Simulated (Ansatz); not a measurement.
**Effect of isotropic strain −1.20 % on WSe2**

The reference is WSe2 (space group P6_3/mmc, No. 194; a = 3.279 Å, c = 12.786 Å; layered, stacked along the Cartesian z axis).

Modification: the cell is scaled by 0.9880 in all directions, atoms relaxed at fixed cell.

All numbers come from PBE-D3(BJ)/PAW in Ansatz (a quantum-chemistry and plane-wave program), no spin-orbit coupling. Γ-centred 12×12×3 mesh, Fermi–Dirac width 0.05 eV.

The volume per atom falls by 0.706 Å³ (19.84 Å³ → 19.14 Å³) and the space group is still P6_3/mmc (No. 194). The energy grows by 5.6 meV/atom and the band gap drops by 0.07 eV to 0.80 eV. The gap character remains indirect, Γ → K–Γ (47 % along) and the smallest direct gap rises by 0.13 eV to 1.70 eV. The mean gap deformation potential ΔEg/Δln V is +2.0 eV and the width of the top valence band shrinks by 0.05 eV to 1.47 eV. The hole mass stays 1.3 mₑ along c, 0.70 mₑ across (at Γ) and the valence-band top at Γ (three highest levels, from the VBM) becomes 0.00, -0.89, -1.34 eV (base: 0.00, -0.96, -1.20 eV). The largest internal atomic displacement comes out as 0.032 Å.

With W present, leaving out spin-orbit coupling can change the band edges. Effective masses come from finite differences of ±0.01 Å⁻¹. Whether these cells are dynamically stable was not tested.
